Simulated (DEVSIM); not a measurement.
Device: n-channel Si planar bulk MOSFET with SiON, at 300 K.

```yaml
gate_length: 30 nm
source_drain_length: 24 nm
dielectric_thickness: 1.2 nm
lateral_straggle: 1.3 nm
underlap: 0 nm
junction_depth: 12.1 nm
substrate_depth: 98 nm
gate_work_function: 4.06 eV
source_and_drain_doping: 1e20 cm⁻³, Gaussian tails under the gate
body_doping: 3.9e18 cm⁻³
lifetime: 6e-8 s
supply: 0.8 V
```

All mobilities are scaled by 0.15; velocity saturation, μ/(1 + (μE/vsat)^b)^(1/b) with b = 2 for electrons and 1 for holes and E the electric field along each mesh edge, is on. Mobility is μmin + (μ − μmin)/(1 + (N/Nref)^α).

The device is made up for the run: typed textbook-type constants, with dimensions and the other settings drawn at random. Values at 300 K.

Si: gap (eV) 1.124, affinity (eV) 4.05, permittivity 11.7, Nc (cm⁻³) 2.86e19, Nv (cm⁻³) 3.1e19, μn (cm²/Vs) 1417, μp (cm²/Vs) 470, μn,min 52, μp,min 45, Nref,n 9.7e16, Nref,p 2.2e17, αn 0.68, αp 0.72, vsat,n (cm/s) 1e7, vsat,p (cm/s) 8.4e6. SiON: gap (eV) 7, affinity (eV) 1.4, permittivity 5.5.

DEVSIM, 2D drift-diffusion, Boltzmann statistics, complete ionisation; no quantum confinement, tunnelling, impact ionisation, self-heating, contact resistance or fringe fields beside the gate. Metal contacts follow the ideal Schottky-Mott rule: no Fermi-level pinning, no interface dipoles.

Transfer curves, |Id| in μA/μm:

```csv
Vg (V),Vd = 0.05 V,Vd = 0.8 V
-0.24,3.295e-6,1.411e-5
-0.2,1.124e-5,4.819e-5
-0.16,3.839e-5,0.0001647
-0.12,0.0001310,0.0005631
-0.08,0.0004469,0.001923
-0.04,0.001521,0.006549
0,0.005160,0.02220
0.04,0.01739,0.07449
0.08,0.05790,0.2448
0.12,0.1876,0.7689
0.16,0.5735,2.210
0.2,1.562,5.520
0.24,3.558,11.68
0.28,6.606,21.21
0.32,10.30,34.16
0.36,14.18,50.31
0.4,17.99,69.36
0.44,21.61,91.00
0.48,25.01,114.9
0.52,28.17,140.9
0.56,31.13,168.8
0.6,33.88,198.2
0.64,36.45,229.1
0.68,38.85,261.2
0.72,41.10,294.4
0.76,43.22,328.5
0.8,45.20,363.4
```

Problem. Work out the subthreshold swing at low drain bias from the rows at -0.2 and -0.16 V, and compare it with the thermal limit.

Solution. log10(3.839e-5/1.124e-5) = 0.533 over 40.0 mV, so S = 75.0 mV/decade. The limit kT/q ln 10 is 59.5 mV/decade; the ratio is 1.26. This is the steepest step of the table.

Problem. Find both thresholds at the constant current 0.1 μA × (1 μm/L) a micrometre, and the DIBL.

Solution. The current is 3.33 μA/μm. Interpolating ln Id gives 0.237 V and 0.178 V; their difference over the 0.75 V of drain bias is 78 mV/V.

Source and drain are degenerate, where Boltzmann statistics are only rough. The electric field that drives the saturation includes the junctions' built-in field, which lowers the mobility there even at small currents: subthreshold currents come out too low, a known weakness of this choice.
